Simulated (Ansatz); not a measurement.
Base system: Se (space group P3_121, No. 152; a = 4.507 Å, c = 4.989 Å; made of chains).

Modification: cell and atoms relaxed at a pressure of 4.5 GPa.

Levels (all Ansatz, an electronic-structure program, PAW, earlier PAW set): r2SCAN (500 eV, without spin-orbit coupling); HSE06 (420 eV, spin-orbit coupling left out); HSE06+SOC (420 eV, with spin-orbit coupling).

At the geometry relaxed with r2SCAN, these levels gave the following band gaps, in shuffled order: (a) 0.65 eV, (b) 1.00 eV, (c) 1.06 eV.

Question: Match each gap to its level.

Answer: (a) r2SCAN; (b) HSE06+SOC; (c) HSE06.

Single points use the geometry relaxed with r2SCAN. The hybrid gap comes from the SCF mesh plus the semilocal run's edge points and a few special points and is an upper bound. The spin-orbit shifts are approximate. Load acts through the strain it causes; cell and atoms are relaxed under it. Stability against distortions was not tested. No dispersion term is included, though the crystal is made of layers, chains or molecules, so its spacings can come out too wide.
